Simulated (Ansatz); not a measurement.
The starting structures come from a database of crystals and need not be the phases stable at ambient conditions.

 Where the default PAW files enter, the runs use the earlier of Ansatz's two default sets.

Tunnelling through a barrier is set by its complex band structure: the current falls as exp(−2κd) with the smallest κ.

Consider the following.

```xyz
8
Lattice="3.6988 0.0000 0.0000 -1.8494 3.2032 0.0000 0.0000 0.0000 10.1974" Properties=species:S:1:pos:R:3 pbc="T T T"
Cd     1.8494     1.0677     5.0111
Cd     0.0000     2.1355    10.1098
H      0.0000     0.0000     3.2330
H      0.0000     0.0000     8.3317
Cl     1.8494     1.0677     1.6136
Cl     0.0000     2.1355     6.7123
O      0.0000     0.0000     4.2104
O      0.0000     0.0000     9.3091
```

Space group of this cell: P6_3mc. The cell was relaxed by PBE-D3(BJ); by r2SCAN its mean pressure is -0.8 GPa.

Transport runs along the normal of the first two printed cell vectors, the (001) plane of the conventional cell.

No gap correction and no spin-orbit coupling; mid-gap values are interpolated between computed energies.

Question: Give the band gap and the smallest decay constant κ at mid-gap that r2SCAN in Ansatz (a first-principles code) yields.

Answer: Gap 3.10 eV on a 12×12×4 mesh; κ = 0.301 1/Å, at the zone centre.
